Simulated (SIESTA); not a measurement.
Worked example: self-consistent single point of V (Im-3m, 1 atom in the cell) in SIESTA.

Computed with GGA PBE, numerical atomic orbitals DZP, PseudoDojo PBE standard norm-conserving potentials (rewritten from UPF to PSML) run with SIESTA 5.4.2.

```yaml
crystal:
  lattice:
    - [-1.50743, 1.50743, 1.50743]
    - [1.50743, -1.50743, 1.50743]
    - [1.50743, 1.50743, -1.50743]
  atoms:
    - { symbol: V, position: [0.00000, 0.00000, 0.00000] }
```

Reference input (self-consistent single point, DFT, GGA PBE, numerical atomic orbitals DZP, PseudoDojo PBE standard norm-conserving potentials (rewritten from UPF to PSML)): XC.functional = GGA; XC.authors = PBE; potentials = PseudoDojo PBE standard; PAO.BasisSize = DZP; PAO.EnergyShift = 0.01 Ry; MeshCutoff = 300 Ry; kgrid.MonkhorstPack = 8 8 8; OccupationFunction = MP; OccupationMPOrder = 0; ElectronicTemperature = 1160.45 K; MaxSCFIterations = 150; SCF.Mixer.Method = Pulay. This run's input differs from it in these lines:

```diff
@@ -38,3 +38,6 @@
 SCF.Mixer.History            6
-SCF.DM.Tolerance             1.0E-05
+SCF.DM.Converge              false
+SCF.H.Converge               false
+SCF.FreeE.Converge           true
+SCF.FreeE.Tolerance          1.0E-12 eV
 Diag.ParallelOverK           true
```

Log, with long lists cut:

```
        iscf     Eharris(eV)        E_KS(eV)     FreeEng(eV)     dDmax    Ef(eV) dHmax(eV)
   scf:    1    -1993.582450    -2005.884488    -2005.888741  1.306606 -5.152831  7.875688
   scf:    2    -2007.248383    -2006.593382    -2006.602763  0.053318 -5.478772  6.058008
   scf:    3    -2007.977216    -2007.688187    -2007.698028  0.161336 -6.659878  0.566435
   scf:    4    -2007.699351    -2007.698173    -2007.708929  0.018113 -6.520456  0.137387
   scf:    5    -2007.662880    -2007.683819    -2007.694748  0.016239 -6.422979  0.669323
   [... 141 lines left out ...]
   scf:  147    -2007.698572    -2007.698572    -2007.709381  0.000000 -6.551348  0.000000
   scf:  148    -2007.698572    -2007.698572    -2007.709381  0.000000 -6.551348  0.000000
   scf:  149    -2007.698572    -2007.698572    -2007.709381  0.000000 -6.551348  0.000000
   scf:  150    -2007.698572    -2007.698572    -2007.709381  0.000000 -6.551348  0.000000
SCF_NOT_CONV: SCF did not converge in maximum number of steps (required).
SCF_NOT_CONV: SCF did not converge in maximum number of steps (required).
Geom step, scf iteration, dDmax, dHmax:    0   150      0.000000     0.000000
Geom step, scf iteration, dDmax, dHmax:    0   150      0.000000     0.000000

ABNORMAL_TERMINATION
ABNORMAL_TERMINATION
Stopping Program from Node:    0
Stopping Program from Node:    0
```

The run ended unconverged after 150 iterations. 

The starting cell has typed, rounded lattice constants, without a prior relaxation at this level. Its lattice was rescaled by up to half a per cent. Values carry the incompleteness of an atom-centred basis.

Cost on one core of a shared machine: roughly 2 min.
